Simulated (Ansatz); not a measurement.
NiTe2 (P-3m1, No. 164, 3 atoms in the cell; start mp-2578): bulk modulus by level of theory

No measured value is used here.

Problem. Put these levels in order of the bulk modulus that they give for NiTe2 (P-3m1, No. 164, 3 atoms in the cell; start mp-2578), smallest first: LDA (Ansatz, an electronic-structure program), PBEsol (Ansatz), r²SCAN (Ansatz).

Solution. r²SCAN (33.1 GPa), PBEsol (62.9 GPa), LDA (69.6 GPa)

Unless a cell is named, each level is at its own relaxed cell (LDA 21.26, PBEsol 21.80, r²SCAN 23.35 Å³/atom).

The crystal itself was run without spin with r²SCAN, PBEsol, LDA; a magnetic state was not tried in these runs. r²SCAN, PBEsol, LDA: the bulk modulus is −V dP/dV from two relaxed cells at ±2 % in volume. r²SCAN, PBEsol, LDA: the relaxation could not lower the start's symmetry, so the cell can be a saddle point above a distorted one. Each level is taken at its own relaxed cell. Cutoffs differ between the levels. Ansatz's density-functional and Hartree–Fock values are scalar-relativistic unless marked +SOC, with PAW data made under PBE.

A start named mp-… is a Materials Project structure, which need not be a measured phase.
